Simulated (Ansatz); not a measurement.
## A computed series for Be3N2: pressure series

Consider Be$_{3}$N$_{2}$ (space group P6_3/mmc, No. 194; a cell from a computed database, its experimental status unchecked).

```
CELL_PARAMETERS angstrom
      2.83711     0.00000     0.00000
     -1.41855     2.45701     0.00000
      0.00000     0.00000     9.70956
ATOMIC_POSITIONS crystal
  Be 0.33333 0.66667 0.07825
  Be 0.66667 0.33333 0.92175
  Be 0.66667 0.33333 0.57825
  Be 0.33333 0.66667 0.42175
  Be 0.00000 0.00000 0.25000
  Be 0.00000 0.00000 0.75000
  N  0.00000 0.00000 0.00000
  N  0.00000 0.00000 0.50000
  N  0.33333 0.66667 0.25000
  N  0.66667 0.33333 0.75000
```

Cell and atoms are relaxed at each pressure.

Computed with Ansatz (a quantum-chemistry and plane-wave program), PBEsol, PAW, cutoff 420 eV, without spin-orbit coupling.

```csv
P (GPa),V (Å³/atom)
-2.00,6.832
-1.00,6.800
0.29,6.759
0.69,6.747
1.50,6.722
3.00,6.678
5.00,6.620
7.50,6.551
10.00,6.486
```

Q: Fit a third-order Birch–Murnaghan equation of state.

A: Least squares on P(V) = (3B₀/2)[(V₀/V)^(7/3) − (V₀/V)^(5/3)]·[1 + (3/4)(B₀′ − 4)((V₀/V)^(2/3) − 1)] gives V₀ = 6.77 Å³/atom, B₀ = 217 GPa and B₀′ = 3.6.

Between the base and pressure 10 GPa the gap moves from 3.25 eV to 3.32 eV, a mean slope of 7.4 meV/GPa.

Load acts through the strain it causes; cell and atoms are relaxed under it. Stability against distortions was not tested. No other phases were tried under pressure.
